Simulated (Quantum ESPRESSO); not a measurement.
What a tighter setting buys: K_POINTS, Cu (Fm-3m, 1 atom in the cell)

```
Cu
1.0
   -1.78872     0.00000     1.78872
    0.00000     1.78872     1.78872
   -1.78872     1.78872     0.00000
Cu
1
Direct
  0.00000   0.00000   0.00000
```

Method: PBE, SSSP 1.1.2 precision (PBE) pseudopotentials (plane waves; Quantum ESPRESSO 7.5).

Base settings: ecutwfc = 75 Ry; occupations = smearing; smearing = fermi-dirac; degauss = 0.0073499 Ry; potentials = {Cu: Cu_ONCV_PBE-1.0.oncvpsp.upf}; K_POINTS = automatic 16 16 16 0 0 0; conv_thr = 1e-10 Ry.

Misses are taken against the tightest run, automatic 39 39 39 0 0 0, which need not be fully converged itself. The energy is the free energy per atom.

The count of work is k-points × plane waves × bands × iterations; it is no time, and leaves out set-up, grids and terms that scale otherwise. Core times come from one kind of shared machine and are given to one figure; runs under 30 s give none.

The starting cell comes from a database of computed structures (which also holds hypothetical and non-ambient phases and stackings), without a prior relaxation at this level. Spin polarisation is off. In the base run, with a pressure of about 4 GPa the cell is away from its equilibrium volume at this level.

The runs (K_POINTS): automatic 2 2 2 0 0 0 | automatic 3 3 3 0 0 0 | automatic 4 4 4 0 0 0 | automatic 5 5 5 0 0 0 | automatic 6 6 6 0 0 0 | automatic 7 7 7 0 0 0 | automatic 9 9 9 0 0 0 | automatic 11 11 11 0 0 0 | automatic 13 13 13 0 0 0 | automatic 15 15 15 0 0 0 | automatic 16 16 16 0 0 0 | automatic 17 17 17 0 0 0 | automatic 21 21 21 0 0 0 | automatic 25 25 25 0 0 0 | automatic 31 31 31 0 0 0 | automatic 39 39 39 0 0 0.

Problem. Which is the coarsest setting among those run that, with all tighter ones, holds the energy within 20 meV/atom of the reference, and what does it save?

Solution. automatic 9 9 9 0 0 0, off by 11 meV/atom; it needs 0.022 of the reference's count of work.

Problem. Which is the coarsest setting among those run that, with all tighter ones, holds the energy within 2 meV/atom of the reference, and what does it save?

Solution. automatic 13 13 13 0 0 0, off by 1.1 meV/atom; it needs 0.055 of the reference's count of work.

Problem. What does the step from automatic 3 3 3 0 0 0 to automatic 7 7 7 0 0 0 buy?

Solution. It takes the miss in the energy from 380 to 37 meV/atom, for 4.4 times the count of work.

| K_POINTS | energy less reference (meV/atom) | pressure less reference (GPa) | count of work / reference | core time / reference (rough) |
|---|---|---|---|---|
| automatic 2 2 2 0 0 0 | 2040.59 | 26.46 | 0.0041 | – |
| automatic 3 3 3 0 0 0 | -377.90 | -3.77 | 0.0029 | – |
| automatic 4 4 4 0 0 0 | 163.47 | 1.95 | 0.0051 | – |
| automatic 5 5 5 0 0 0 | -101.21 | -0.88 | 0.0064 | – |
| automatic 6 6 6 0 0 0 | 58.48 | 1.34 | 0.010 | – |
| automatic 7 7 7 0 0 0 | -37.45 | -0.29 | 0.013 | – |
| automatic 9 9 9 0 0 0 | -11.44 | -0.01 | 0.022 | – |
| automatic 11 11 11 0 0 0 | -4.26 | -0.21 | 0.036 | – |
| automatic 13 13 13 0 0 0 | -1.08 | -0.11 | 0.055 | – |
| automatic 15 15 15 0 0 0 | 0.45 | -0.11 | 0.078 | – |
| automatic 16 16 16 0 0 0 | -0.17 | 0.09 | 0.094 | – |
| automatic 17 17 17 0 0 0 | 0.77 | -0.07 | 0.11 | – |
| automatic 21 21 21 0 0 0 | 0.67 | -0.03 | 0.18 | – |
| automatic 25 25 25 0 0 0 | 0.37 | 0.00 | 0.30 | 0.3 |
| automatic 31 31 31 0 0 0 | 0.09 | 0.00 | 0.53 | 0.5 |
| automatic 39 39 39 0 0 0 | 0.00 | 0.00 | 1.0 | 1 |
